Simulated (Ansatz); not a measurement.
Ti2GeC (P6₃/mmc, No. 194, 8 atoms in the cell; start mp-9958) was calculated with PBEsol (Ansatz, a first-principles code, PAW).

Run with plane-wave cutoff 520 eV, 24×24×6 k mesh (along the axes of the cell as run), Fermi–Dirac smearing 0.05 eV, no spin polarisation, scalar-relativistic PAW data made under PBE.

Cell (relaxed at this level):

```
CELL_PARAMETERS angstrom
      3.05350     0.00000     0.00000
     -1.52675     2.64441     0.00000
      0.00000     0.00000    12.88285
ATOMIC_POSITIONS crystal
  Ti 0.66667 0.33333 0.58922
  Ti 0.33333 0.66667 0.41078
  Ti 0.33333 0.66667 0.08922
  Ti 0.66667 0.33333 0.91078
  Ge 0.66667 0.33333 0.25000
  Ge 0.33333 0.66667 0.75000
  C  0.00000 0.00000 0.50000
  C  0.00000 0.00000 0.00000
```

**Question.** Give the computed bulk modulus.

**Answer.** 
- bulk modulus: 168 GPa

Note: the run has no spin polarisation, so it can have missed a magnetic state; the bulk modulus is −V dP/dV from two relaxed cells at ±2 % in volume; the relaxation could not lower the start's symmetry, so the cell can be a saddle point above a distorted one.

Computed values are for the static lattice.

Cost on a shared machine: about 13 core-minutes (a rough figure).

A start named mp-… is a Materials Project structure, which need not be a measured phase.
